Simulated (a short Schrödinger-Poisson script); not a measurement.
Stack: MOS inversion layer, Si3N4 on p-type Si(110), at 300 K.

| layer | material | thickness (nm) | Na (cm⁻³) |
|---|---|---|---|
| 1 | Si3N4 | 5.1 | - |
| 2 | Si | 1400 | 1e17 |

The device is made up for the run: typed textbook-type constants, with dimensions and the other settings drawn at random. Si3N4: permittivity 7.5, conduction-band edge (eV) 1.95, gap (eV) 5.1, electron mass (mₑ) 0.5. Si: permittivity 11.7, conduction-band edge (eV) 0, gap (eV) 1.124, Nv at 300 K (cm⁻³) 3.1e19.

Channel valleys (confinement mass, in-plane density-of-states mass, number): Δ4 0.315, 0.324, 4; Δ2 0.19, 0.417, 2. At the gate the conduction-band edge of layer 1 lies 2.55 eV − eVg above the Fermi level of the channel; the field vanishes at the back. Gaps are held at their typed values at every temperature. Mesh 0.03 nm at interfaces.

From a short Schrödinger-Poisson script (our own, NumPy): 1D Poisson equation in equilibrium, electrons quantum, Hartree (BenDaniel-Duke, 12 states a valley, the channel's in-plane mass for all, wave functions ending at the dielectric), parabolic valleys, classical holes, full ionisation, no traps, pinning or gate leakage.

The same stack at other levels of the model or other numerical settings:

```tsv
run	sheet density of all electrons at Vg = 2.2 V (cm⁻²)	sheet density of all electrons at Vg = 1 V (cm⁻²)	capacitance at Vg = 2.2 V (μF/cm²)	centroid of the channel electrons at Vg = 2.2 V (nm)	rough cost against the base
base	9.51e12	1.63e12	1.10	2.03	about 1
electrons treated as classical, Boltzmann	…	2.15e12	1.26	0.56	0.03
electrons treated as classical, Fermi-Dirac	…	2.12e12	1.21	…	0.2
mesh six times as coarse	9.51e12	1.63e12	1.10	2.02	0.2
one subband a valley	9.50e12	1.62e12	1.10	1.96	0.5
```

### Question
What belongs in the gaps?

### Answer

- electrons treated as classical, Fermi-Dirac, sheet density of all electrons at Vg = 2.2 V (cm⁻²): 1.10e13
- electrons treated as classical, Boltzmann, sheet density of all electrons at Vg = 2.2 V (cm⁻²): 1.13e13
- electrons treated as classical, Fermi-Dirac, centroid of the channel electrons at Vg = 2.2 V (nm): 0.77

The classical rows ignore confinement, and Boltzmann statistics overrate the density once the band edge passes the Fermi level.
